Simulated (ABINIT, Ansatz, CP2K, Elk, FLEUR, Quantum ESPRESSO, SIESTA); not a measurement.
# Code comparison for LaS (Fm-3m, 2 atoms in the cell)

Self-consistent single point, at a second geometry (lattice scaled by 0.98). First geometry:

```yaml
crystal:
  lattice:
    - [0.00000, 2.94160, 2.94160]
    - [2.94160, 0.00000, 2.94160]
    - [2.94160, 2.94160, 0.00000]
  atoms:
    - { symbol: La, position: [0.00000, 0.00000, 0.00000] }
    - { symbol: S, position: [0.50000, 0.50000, 0.50000] }
```

Shared settings, as Ansatz (a quantum-chemistry and plane-wave program) writes them: kpoints.mp_grid.grid = 7 7 7; scf.occupations.method = fermi_dirac; scf.occupations.width = 0.0073 Ry. Potentials and cutoffs stand in the table.

| code | model | ΔF from the first geometry (meV/atom) | pressure (GPa) | cutoff |
|---|---|---|---|---|
| Elk | PBEsol, all-electron FP-LAPW, Elk's shipped species files, APW+lo basis with extra local orbitals | -4.3 | – | rgkmax 8 |
| Quantum ESPRESSO | PBEsol, GBRV 1.5 ultrasoft (PBESOL) pseudopotentials | -6.1 | 2.11 | 40 Ry |
| Ansatz | PBEsol, PAW files made with PBE | -6.3 | 2.07 | default |
| ABINIT | PBEsol, norm-conserving pseudopotentials (PseudoDojo nc-sr-04 PBEsol standard) | -7.3 | 1.96 | 1497 eV |
| FLEUR | PBEsol, all-electron FLAPW (FLEUR), scalar-relativistic valence | -3.5 | – | Kmax 3.9 1/bohr |
| CP2K | PBEsol, GPW, DZVP-MOLOPT-SR-GTH basis, GTH-PBE potentials (GTH_POTENTIALS) | 5.4 | 3.55 | grid 500 Ry |
| SIESTA | GGA PBEsol, numerical atomic orbitals DZP, PseudoDojo PBEsol standard norm-conserving potentials (rewritten from UPF to PSML) | 22.7 | 5.61 | grid 400 Ry |

A dash marks a value that a program does not give, or that is left out as unsure.

The spread over the programs that give each value: ΔF from the first geometry within 30.0 meV/atom; pressure within 3.65 GPa.

CP2K and SIESTA use small atom-centred bases, whose incompleteness enters pressures, forces and empty levels differently from a plane-wave cutoff. Elk and FLEUR treat all electrons, but the usual bases taken here (sphere radii, linearisation, local orbitals, empty states) were not tested for convergence, so the values are no reference for the others. Ansatz's pressure is given at a fixed set of plane waves, as the other plane-wave codes print theirs. In the pressure, CP2K (by 1.48) and SIESTA (by 3.54) lie more than 1 GPa from the median of the plane-wave programs.

The starting cell comes from a database of computed structures (which also holds hypothetical and non-ambient phases and stackings), without a prior relaxation at this level. For this run, on top of that: lattice scaled by 0.98.

Keys are those of Ansatz 0.2.
